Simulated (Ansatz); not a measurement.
The parent structure is Au in the fcc (Cu type) structure (space group Fm-3m, No. 225; a = 4.048 Å; relaxed with 0.1 eV smearing). Axes: x, y, z lie along the cube axes.

Structures relaxed with plane-wave PAW DFT at the LDA level (Ansatz, an electronic-structure program, 420 eV), no spin-orbit coupling.

Base:

Simulated powder pattern, Cu Kα1, λ = 1.54056 Å (kinematic, ideal powder, no thermal factors, no anomalous dispersion; the 14 strongest lines at most, above 2 %, up to 2θ = 90°):

| 2θ (°) | I/Imax (%) | hkl |
|---|---|---|
| 38.49 | 100 | (111) |
| 44.74 | 49 | (200) |
| 65.13 | 33 | (220) |
| 78.27 | 40 | (311) |
| 82.48 | 12 | (222) |

Modification: compressive biaxial strain of 2.00 % in the plane normal to [001], as in epitaxy on a mismatched substrate; the out-of-plane cell vector and the atoms relax.

After the change:

Simulated powder pattern, Cu Kα1, λ = 1.54056 Å (kinematic, ideal powder, no thermal factors, no anomalous dispersion; the 14 strongest lines at most, above 2 %, up to 2θ = 90°):

```
2θ (°)  I/Imax (%)    hkl
------  ----------  -----
38.60          100  (111)
43.18           18  (002)
45.71           31  (200)
64.69           23  (202)
66.63           10  (220)
76.12           14  (113)
79.74           26  (311)
82.77           12  (222)
```

The indices refer to the base's conventional cell; one index is shown for lines that coincide. The space group is now I4/mmm (No. 139).

No phonon test of stability was made.
